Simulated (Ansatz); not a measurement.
## HfN: transverse stress against strain

HfN (rock salt, Fm-3m, 11.587 Å³/atom at rest, cube axes along x, y and z) under a strain ε along a cube axis (axis z), the other axes held. r2SCAN in Ansatz, a plane-wave DFT program (PAW, default set), 500 eV, 22×22×22 Γ-centred mesh, Fermi-Dirac smearing 0.10 eV; ions are relaxed within the symmetry of each cell. Stress is positive for a compressed cell.

Here s stands for strain and y for stress xx.

| strain (%) | stress xx (GPa) |
|---|---|
| -1.50 | 1.83 |
| -1.00 | 1.21 |
| -0.50 | 0.60 |
| 0.00 | 0.00 |
| 0.50 | -0.59 |
| 1.00 | -1.16 |
| 1.50 | -1.73 |
| 3.00 | ? |

Fit y of the 7 rows that show it with a straight line. Means: s 0, y 0.023. About the means, the sum of products is -8.3050 and the sum of squares of s is 7.0000; the slope is their ratio. Least squares gives y = 0.023 - 1.1864·s. Residuals (row less fit): 0.027, 0.001, -0.016, -0.023, -0.020, 0.003, 0.027; standard error 0.023 (degrees of freedom: 5). The slope gives the elastic constant C12 = 119 ± 0.9 GPa.

Problem. Estimate the missing y (s = 3.00); what did the run itself give?

Solution. y = 0.023 - 1.1864 × 3.0 = -3.536 GPa. The calculation gives -3.34 GPa, 0.196 GPa above the prediction (3.8 % of the range of y in the table). The row lies outside the fitted rows, so this is an extrapolation. From the scatter of the fitted rows alone, a prediction at this place has a standard error of 0.036 GPa, so the miss is 5.4 times that.

One order more, fitted to all 13 runs of the series, follows each within 0.01, so the miss is the next term of a smooth law. In a metal these values are sensitive to mesh and smearing; energies are taken to zero smearing, stresses follow the free energy. Rows are the converged runs of the series near zero and its far end; series whose fitted rows scatter by over a few per cent of the range, as at a crossing or softening among them, aren't shown in this form. Most that stay on the fit to the last digits aren't either.
